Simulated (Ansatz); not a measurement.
Worked example: relaxation of the atoms of SrNi2As2 (I4mm, 5 atoms in the cell) in Ansatz (a quantum-chemistry and plane-wave program).

Level of theory: LDA (PW92), default PAW files made with PBE (plane waves; Ansatz).

The change in words: one atom moved by 0.15 angstrom; relax: default → atoms; relax.f_tol: default → 0.2 eV/Å. Reference geometry:
```
Sr(NiAs)2
1.0
   -2.04681     2.04681     5.52308
    2.04681    -2.04681     5.52308
    2.04681     2.04681    -5.52308
Sr Ni As
1 2 2
Cartesian
  0.00000   0.00000   0.00000
  0.00000   2.04681   2.76154
  2.04681   0.00000   2.76154
  0.00000   0.00000   7.12775
  0.00000   0.00000   3.91840
```

Reference input (self-consistent single point, DFT, LDA (PW92), plane waves, default PAW files made with PBE): basis.ecutwfc = 420 eV; kpoints.mp_grid.grid = 9 9 9; hamiltonian.xc = lda; hamiltonian.pseudopotentials = {kind: paw} (the program's default PAW files); scf.occupations.method = fermi_dirac; scf.occupations.width = 0.1 eV. This run's input differs from it in these lines:

```diff
@@ -6,3 +6,3 @@
   atoms:
-    - { symbol: Sr, position_ang: [0.000000, 0.000000, 0.000000] }
+    - { symbol: Sr, position_ang: [0.000000, -0.000000, 0.149996] }
     - { symbol: Ni, position_ang: [0.000000, 2.046813, 2.761539] }
@@ -20,2 +20,4 @@
   occupations: { method: fermi_dirac, width: 0.1 }
+relax:
+  f_tol: 0.2
 output:
```

Log, with long lists cut:

```
   [... SCF lines of the steps left out ...]
relax step   1: F+E_penalty+E_count = -24541.94011801 eV  Δ(F+E_penalty+E_count) = +0.000e0 eV  max|allowed force component| = 4.236e-1 eV/Å  Δτ_max = 0.0000 Å  (6 SCF iters, dr2 threshold 1.00e-4 eV, accepted)
relax step   2: F+E_penalty+E_count = -24541.97570592 eV  Δ(F+E_penalty+E_count) = -3.559e-2 eV  max|allowed force component| = 1.204e-1 eV/Å  Δτ_max = 0.0930 Å  (9 SCF iters, accepted)
the relaxation is at rest under the 8 symmetry operations that the run kept from its start: a minimum is not shown …
Free energy (F): -24541.975706 eV
Internal energy: -24541.867583 eV  (E = F + TS)
E sigma→0 (E₀):  -24541.921644 eV
Entropy (-TS):   -0.108123 eV (-21.625 meV/atom)
Fermi energy:    12.205215 eV
--- Forces (eV/Å), atoms counted from 1 ---
  atom   1  Sr     0.00000000     0.00000000    -0.09305957
  atom   2  Ni     0.00000000     0.00000000     0.02551583
  atom   3  Ni    -0.00000000     0.00000000     0.02551583
  atom   4  As     0.00000000     0.00000000     0.12042399
  atom   5  As    -0.00000000     0.00000000    -0.07843662
--- Stress (GPa, compression-positive) ---
   [... lines left out ...]
    - { symbol: Sr, position: [0.0051576870759384354, 0.0051576870759384354, 4.7047042020625127e-35] }
    - { symbol: Ni, position: [0.752162747274416, 0.252162747274416, 0.5] }
    - { symbol: Ni, position: [0.252162747274416, 0.752162747274416, 0.5] }
    - { symbol: As, position: [0.6488184965667206, 0.6488184965667206, 2.3523521010312563e-35] }
    - { symbol: As, position: [0.35527734423042673, 0.35527734423042673, -4.7047042020625127e-35] }
```

The run converged. 

Summary of the result:
Free energy E − TS (on the zero of these files): -24541.9757 eV
Fermi level (on the code's own zero): 12.21 eV
Pressure: -6.11 GPa
Largest force (vector length): 0.120 eV/Å
Relaxation steps: 2

The starting cell comes from a database of computed structures (which also holds hypothetical and non-ambient phases and stackings), without a prior relaxation at this level. Its lattice was rescaled by up to half a per cent. For this run, on top of that: one atom moved by 0.15 angstrom. Spin polarisation is off, so a magnetic state, if there is one, cannot be reached. The relaxation keeps the symmetry of its start, so its end need not be a minimum. Ansatz's pressure includes its estimate of the finite-basis (Pulay) stress.

Cost on one core of a shared machine: roughly 50 s.

Keys are those of Ansatz 0.2.
